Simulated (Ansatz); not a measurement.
A computed series for K: alloy series

Base system: K in the bcc (W type) structure (space group Im-3m, No. 229).

Space group Im-3m (No. 229); a = b = c = 5.279 Å, α = β = γ = 90.00°

```json
[
 {"atom": "K", "site": "2a", "symmetry": "m-3m", "x": "0.0000", "y": "0.0000", "z": "0.0000"}
]
```
(The calculation used a cell of 1 atom; values per cell refer to that cell.)

The other end (x = 1) is Rb in the bcc (W type) structure (space group Im-3m, No. 229): 91.33 Å³/atom, gap zero.

Rb replaces a fraction x of K; each row is one arrangement (x, atoms in the cell, starting space group or random), fully relaxed.

Computed with PBE in Ansatz (plane waves to 420 eV, PAW, spin-orbit coupling left out), earlier PAW set.

Candidates:
(a) x(Rb) = 0.5, 4 atoms, P4/nmm
(b) x(Rb) = 0.333, 3 atoms, P-3m1
(c) x(Rb) = 0.5, 4 atoms, Fd-3m

For the base:

```
Quantity            Value
---------------  --------
Volume per atom  73.58 Å³
```

Task: Order them by volume per atom, lowest first.

Result: (b) x(Rb) = 0.333, 3 atoms, P-3m1 (79.49 Å³), (c) x(Rb) = 0.5, 4 atoms, Fd-3m (82.46 Å³), (a) x(Rb) = 0.5, 4 atoms, P4/nmm (82.64 Å³)

These are small ordered cells, not random alloys; other orderings at the same x differ. Stability against distortions was not tested. All final runs are without spin polarisation. An odd electron count without spin: RbK2.

Ansatz is a first-principles code.
